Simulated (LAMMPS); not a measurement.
LAMMPS 22 Jul 2025, classical MD, Tersoff (Si.tersoff): Si, 5832 atoms.

| Property | Value |
|---|---|
| task | MD, nve |
| potential | Tersoff, Si.tersoff |
| copies of the repeat unit | 9×9×9 |
| shape (slab and sphere leave vacuum in the box) | bulk |
| neighbor skin | 2 Å |
| neigh_modify | every 1 delay 0 check yes |
| newton | on (default) |
| atom_modify sort (bins of 2 Å where set) | 1000 (default) |
| comm_style | brick (default) |
| box | 48.9 × 48.9 × 48.9 Å |
| start | generated diamond lattice, warmed in an untimed run |

All runs start from one configuration, warmed at this fixed volume for 1000 steps under a thermostat at 300 K. The run at the shortest step has a mean temperature of 303 K and a mean pressure of -0.2 GPa.

Each run covers about 2.0 ps at constant energy (mean temperature 303 K at the shortest step); σ is the standard deviation over the printed steps. One run each, on a shared machine, so no times are given.

Steps tried: 0.5 fs, 1 fs, 2 fs, 2.5 fs, 4 fs, 5 fs, 8 fs, 10 fs, 16 fs, 20 fs, 32 fs.

Task: Choose the longest time step that keeps σ(total energy)/σ(kinetic energy) under 2 %.

Result: 2.5 fs. The run fails or blows up at 16 fs, 20 fs, 32 fs.

```csv
time step,σ(E total)/σ(E kinetic),last minus first total energy (meV/atom),mean temperature (K)
0.5 fs,0.00045,under 0.001,303
1 fs,0.0018,under 0.001,303
2 fs,0.0072,+0.0020,302
2.5 fs,0.011,+0.0034,302
4 fs,0.029,+0.013,300
5 fs,0.047,+0.018,298
8 fs,0.13,+0.26,291
10 fs,0.24,+0.70,284
16 fs,stops: Lost atoms,—,—
20 fs,stops: Lost atoms,—,—
32 fs,stops: Lost atoms,—,—
```

The bar is a choice.
